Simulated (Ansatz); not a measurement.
Band structure of Ca3GeN (Pm-3m, 5 atoms in the cell).

```yaml
crystal:
  lattice:
    - [4.80418, 0.00000, 0.00000]
    - [0.00000, 4.80418, 0.00000]
    - [0.00000, 0.00000, 4.80418]
  atoms:
    - { symbol: Ca, position: [0.50000, 0.00000, 0.50000] }
    - { symbol: Ca, position: [0.00000, 0.50000, 0.50000] }
    - { symbol: Ca, position: [0.50000, 0.50000, 0.00000] }
    - { symbol: Ge, position: [0.00000, 0.00000, 0.00000] }
    - { symbol: N, position: [0.50000, 0.50000, 0.50000] }
```

Level of theory: LDA (PW92), PAW files made with PBE (plane waves; Ansatz, a first-principles code).

Settings: kpoints.mp_grid.grid = 7 7 7; hamiltonian.xc = lda; hamiltonian.pseudopotentials = {kind: paw} (the program's default PAW files); scf.occupations.method = fermi_dirac; scf.occupations.width = 0.1 eV; kpoints.band_path.npoints = 8.

The starting cell comes from a database of computed structures (which also holds hypothetical and non-ambient phases and stackings), without a prior relaxation at this level.

Levels in eV from the Fermi level, bands 22 to 29:
```
point     22     23     24     25    26    27    28    29
-----  -----  -----  -----  -----  ----  ----  ----  ----
Γ      -0.74   1.06   1.06   1.06  1.10  1.10  2.05  2.05
X      -0.80  -0.80   0.00   0.00  2.21  2.58  3.03  3.63
M      -1.05  -0.75  -0.75  -0.14  2.96  3.35  3.35  3.65
R      -2.41  -0.67  -0.67  -0.67  2.69  2.69  2.69  3.95
```

Bands cross the Fermi level along this path, so the cell is metallic at this level.

Keys are those of Ansatz 0.2.
